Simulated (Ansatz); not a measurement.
A hypothetical phase is included: elements placed on a structure type, which no database files for this compound.

## Evanescent states of B (I4_132, 4 atoms a cell, 12.4 Å³ an atom) along the normal of (111)

Computed with r2SCAN (plane waves, PAW; Ansatz, a program for electronic structure).

The gap is the functional's own. No spin-orbit coupling. Mid-gap values are those at the computed energy nearest the middle.

Energies count from the valence-band top; κ is the least over a 6×6 mesh across the current.

```tsv
E (eV)	κ (1/Å)	where
0.05	0.067	off Γ
0.15	0.134	off Γ
0.25	0.174	off Γ
0.35	0.203	off Γ
0.45	0.226	off Γ
0.55	0.245	off Γ
0.65	0.261	off Γ
0.75	0.272	off Γ
0.85	0.270	off Γ
0.95	0.267	off Γ
1.05	0.260	off Γ
1.15	0.249	off Γ
1.25	0.237	off Γ
1.35	0.222	off Γ
1.45	0.203	off Γ
1.55	0.179	off Γ
1.65	0.147	off Γ
1.75	0.080	off Γ
```

Task: How thick must the barrier be to attenuate the transmission by 10^4 when the electrodes' Fermi level lies at 0.75 eV, and what attenuation does that film give at 0.45 eV?

Result: d = 4 ln 10 / (2 × 0.272) = 16.9 Å. At 0.45 eV it gives 4 × 0.226/0.272 = 3.3 decades.
